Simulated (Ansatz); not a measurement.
## PBE-D3(BJ) against r2SCAN+rVV10: SnSe2, holes 7.0×10^21 cm⁻³

The reference is SnSe2 in the CdI2 type structure (space group P-3m1, No. 164; a = 3.840 Å, c = 6.006 Å; layered, stacked along the Cartesian z axis).

(Cell as relaxed with PBE-D3(BJ).)

Levels (all Ansatz, a first-principles code, PAW): PBE-D3(BJ) (420 eV, scalar-relativistic without spin-orbit coupling); r2SCAN+rVV10 (500 eV, no spin-orbit coupling).

Each level relaxes its own structure.

| base | PBE-D3(BJ) | r2SCAN+rVV10 |
|---|---|---|
| volume per atom | 25.57 Å³ | 26.33 Å³ |
| lattice parameter a | 3.840 Å | 3.826 Å |
| band gap | 0.36 eV | 0.92 eV |

Now apply this change: holes 7.0×10^21 cm⁻³, on a uniform background at fixed cell.

```json
[
 {"quantity": "shift of the gap caused by the change", "PBE-D3(BJ)": "+0.03 eV", "r2SCAN+rVV10": "?"},
 {"quantity": "Fermi level relative to the doped band's edge (positive inside the band; to 0.05 eV)", "PBE-D3(BJ)": "+0.40 eV", "r2SCAN+rVV10": "?"},
 {"quantity": "largest internal atomic displacement", "PBE-D3(BJ)": "0.036 Å", "r2SCAN+rVV10": "?"}
]
```

Problem. Given the PBE-D3(BJ) results, estimate those of r2SCAN+rVV10.

Solution. 
- shift of the gap caused by the change, r2SCAN+rVV10: +0.02 eV
- Fermi level relative to the doped band's edge (positive inside the band; to 0.05 eV), r2SCAN+rVV10: +0.25 eV
- largest internal atomic displacement, r2SCAN+rVV10: 0.033 Å

PBE-D3(BJ)'s Fermi level from band edge lies 0.15 eV above r2SCAN+rVV10's. Neither level is exact; r2SCAN+rVV10 is the comparison here, not a measurement.

Carriers are added with a uniform compensating background; total energy and stress of such cells depend on the potential's zero and are not compared; many-body gap narrowing is missing at this level. Stability against distortions was not tested.
